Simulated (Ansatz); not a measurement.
Consider HfSiO$_{4}$ (space group I4_1/amd, No. 141; a = 6.645 Å, c = 6.014 Å). Axes: x, y, z lie along a, b, c of the conventional cell.

Calculations: DFT with PBE, PAW potentials and a 420 eV plane-wave cutoff in Ansatz (a first-principles code), spin-orbit coupling left out.

One thing is altered: biaxial strain +1.78 %, plane normal [001], relaxed out of plane (Cartesian); in-plane vectors clamped, the third vector and the atoms free.

What does the calculation give for the in-plane stress and ratio −ε⊥/ε∥ after the change?

The mean in-plane stress (compression positive) amounts to -5.9 GPa; the ratio −ε⊥/ε∥ comes out as 0.58.

Stability against distortions was not tested.
